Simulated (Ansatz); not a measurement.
Consider interstitial B in beta Si3N4, charge state +3. The step: a concerted move, in which B travels most; the atom moves 1.10 Å along (0.09, -0.08, 0.00) of the unit cell; the moving atom starts with neighbours N at 1.44, 2 N at 1.46; 2 Si at 2.13 Å and ends with 2 N at 1.45, N at 1.52; 2 Si at 2.15 Å. DFT values are from Ansatz (plane-wave PAW, 420 eV unless said) in a cell of 84 host sites, spin-restricted, static, with no finite-size correction. The charge state is imposed; whether it is stable for some Fermi level was not computed. Sites that were not tried may lie lower. For the PBE band: the saddle point's order was not checked, and it lies on a symmetry element of the cell, where a band can be held.

| Level | Forward barrier (eV) | Cost of the band or of the saddle's single point |
|---|---|---|
| PBE, the Γ point alone, band relaxed | 1.17 | around 25 core-minutes (rough) |
| PBE, a 2×2×2 k-point mesh shifted by half a step along c, same geometries | 1.06 | roughly 4 core-minutes |
| r2SCAN at 500 eV, the Γ point alone, same geometries | ? | about 90 core-seconds (a rough figure) |

Question: What belongs in the gaps?

Answer: 
- r2SCAN at 500 eV, the Γ point alone, same geometries, Forward barrier (eV): 1.16

Ansatz is a quantum-chemistry and plane-wave program.
